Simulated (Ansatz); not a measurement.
System: cubic perovskite CsPbCl3 (cubic high-temperature phase). Method: RPBE (PAW; Ansatz, an electronic-structure program).

Excerpt of the program's output:

```
Crystal: 5 atoms, lattice volume = 201.120 Å³
Basis set: ecut = 520 eV, 5449 PW (Γ), exchange–correlation on 90×90×90 points (8 copies of the dense FFT grid, shifted against one another)
Bands: 27, of which v1, the nominal top of the filled ones, is band 22 counted from 1 (21 counted from 0)
Symmetry: 48 space group operations
Space group: Pm-3m (ITA 221), of the structure as read, at distance tolerance 5.9e-5 Å
k-points: 20 of 216
Functional: x = rpbe, c = pbe(β = 0.06672455060314922)
SCF iter   1: F=—  HF=-20859.714652 eV  |F-HF|=—  |Δ(HF+E_count)|=         —  Δρ=2.60e-3  dr2=1.78e-2
SCF iter   2: F=—  HF=-20859.709754 eV  |F-HF|=—  |Δ(HF+E_count)|=   4.90e-3  Δρ=1.19e-3  dr2=2.79e-3
  ...
SCF iter   7: F=—  HF=-20859.709676 eV  |F-HF|=—  |Δ(HF+E_count)|=   9.46e-8  Δρ=5.79e-7  dr2=1.12e-9
SCF iter   8: F=-20859.709676 eV  HF=-20859.709676 eV  |F-HF|=8.37e-11  |Δ(HF+E_count)|=   2.85e-9  Δρ=1.71e-7  dr2=5.51e-11
SCF 1 converged in 8 iterations: F = -20859.709676 eV  dr2 = 5.51e-11
SCF converged after 8 iterations
Free energy (F): -20859.709676 eV
Internal energy: -20859.709676 eV  (E = F + TS)
E sigma→0 (E₀):  -20859.709676 eV
Fermi energy:    3.682302 eV
--- Forces (eV/Å), atoms counted from 1 ---
  atom   1  Cs    -0.00000000     0.00000000     0.00000000
  atom   2  Pb     0.00000000    -0.00000000    -0.00000000
  atom   3  Cl     0.00000000    -0.00000000    -0.00000000
  atom   4  Cl     0.00000000     0.00000000    -0.00000000
  atom   5  Cl     0.00000000    -0.00000000     0.00000000
--- Stress (GPa, compression-positive) ---
       -0.000005      -0.000000       0.000000
       -0.000000      -0.000005       0.000000
        0.000000       0.000000      -0.000005
  P = ⅓ Tr σ = -0.0000 GPa (-0.000 kbar)
```

Q: Write an input file that could have produced this run (the log leaves some choices open).

A: Several could match; the one computed here: 
Ansatz 0.2 input:
```yaml
crystal:
  lattice:
    - [5.8589349077, 0.0, 0.0]
    - [0.0, 5.8589349077, 0.0]
    - [0.0, 0.0, 5.8589349077]
  atoms:
    - { symbol: Cs, position: [0.0, 0.0, 0.0] }
    - { symbol: Pb, position: [0.5, 0.5, 0.5] }
    - { symbol: Cl, position: [0.5, 0.0, 0.5] }
    - { symbol: Cl, position: [0.0, 0.5, 0.5] }
    - { symbol: Cl, position: [0.5, 0.5, 0.0] }
basis:
  ecutwfc: 520
  ecutrho_ratio: 4
  xc_grid: 2
kpoints:
  mp_grid: { grid: [6, 6, 6] }
  band_path:
    path:
      - [0.0, 0.0, 0.0]
      - [0.0, 0.125, 0.0]
      - [0.0, 0.25, 0.0]
      - [0.0, 0.375, 0.0]
      - [0.0, 0.5, 0.0]
      - [0.125, 0.5, 0.0]
      - [0.25, 0.5, 0.0]
      - [0.375, 0.5, 0.0]
      - [0.5, 0.5, 0.0]
      - [0.428571, 0.428571, 0.0]
      - [0.357143, 0.357143, 0.0]
      - [0.285714, 0.285714, 0.0]
      - [0.214286, 0.214286, 0.0]
      - [0.142857, 0.142857, 0.0]
      - [0.071429, 0.071429, 0.0]
      - [0.055556, 0.055556, 0.055556]
      - [0.111111, 0.111111, 0.111111]
      - [0.166667, 0.166667, 0.166667]
      - [0.222222, 0.222222, 0.222222]
      - [0.277778, 0.277778, 0.277778]
      - [0.333333, 0.333333, 0.333333]
      - [0.388889, 0.388889, 0.388889]
      - [0.444444, 0.444444, 0.444444]
      - [0.5, 0.5, 0.5]
      - [0.428571, 0.5, 0.428571]
      - [0.357143, 0.5, 0.357143]
      - [0.285714, 0.5, 0.285714]
      - [0.214286, 0.5, 0.214286]
      - [0.142857, 0.5, 0.142857]
      - [0.071429, 0.5, 0.071429]
      - [0.5, 0.5, 0.375]
      - [0.5, 0.5, 0.25]
      - [0.5, 0.5, 0.125]
    npoints: 1
hamiltonian:
  xc: rpbe
  dispersion: none
  pseudopotentials: { kind: paw }
scf:
  occupations: { method: fermi_dirac, width: 0.01 }
  convergence: { dr2_threshold: 0.0000000005 }
output:
  forces: true
  stress: true
  eigenvalues: true
  write_bands: true
```

The PAW data were made under PBE.

Note: the cell is over a tenth larger than the published one: the level's own overestimate first of all, though another phase or state, or a fault of the published cell, is possible. Note: held by symmetry at 0 K, a high-temperature phase can be a saddle point.
